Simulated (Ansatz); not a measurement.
ZnO, point defects

Start from an 8-atom supercell of ZnO in the wurtzite structure (space group P6_3mc, No. 186) at its relaxed geometry.

```yaml
crystal:
  lattice:
    - [4.84463, -2.79705, 0.00000]
    - [1.61488, 2.79705, 0.00000]
    - [0.00000, 0.00000, 5.21478]
  atoms:
    - { symbol: Zn, position: [0.16667, 0.50000, 0.00204] }
    - { symbol: Zn, position: [0.66667, 0.00000, 0.00204] }
    - { symbol: Zn, position: [0.83333, 0.50000, 0.50204] }
    - { symbol: Zn, position: [0.33333, 0.00000, 0.50204] }
    - { symbol: O, position: [0.16667, 0.50000, 0.62316] }
    - { symbol: O, position: [0.66667, 0.00000, 0.62316] }
    - { symbol: O, position: [0.83333, 0.50000, 0.12316] }
    - { symbol: O, position: [0.33333, 0.00000, 0.12316] }
```

One neutral defect a cell, atoms relaxed at fixed cell.

Computed with plane-wave PAW DFT at the PBEsol level (Ansatz, a quantum-chemistry and plane-wave program, 420 eV), scalar-relativistic without spin-orbit coupling.

| change | largest displacement of a host atom from its site in the perfect cell | pressure |
|---|---|---|
| perfect supercell | – | 0.0 GPa |
| O interstitial (started 1.98 Å from the nearest host atom), symmetric start | 0.34 Å | 9.5 GPa |
| Zn interstitial (started 2.06 Å from the nearest host atom) | 1.65 Å | 14.2 GPa |
| O vacancy, symmetric start | 0.25 Å | -9.5 GPa |
| Zr on a Zn site, symmetric start | 0.29 Å | 12.4 GPa |
| H interstitial (started 2.06 Å from the nearest host atom), symmetric start | 0.11 Å | 3.4 GPa |

The magnetic state is the one reached from the starting moments; the real material's order can differ, and small cells can't hold many antiferromagnetic ones. In so small a cell the defect repeats every few ångströms: this is an ordered compound, not a dilute defect. The mesh was chosen for an insulator and is coarse for the gapless case. Defects with a symmetric start kept the site's symmetry and may sit on a saddle; the others started slightly shaken. Starting moments died away, wholly or in part, for Zn interstitial (started 2.06 Å from the nearest host atom), O vacancy and Zr on a Zn site; another magnetic solution may exist.
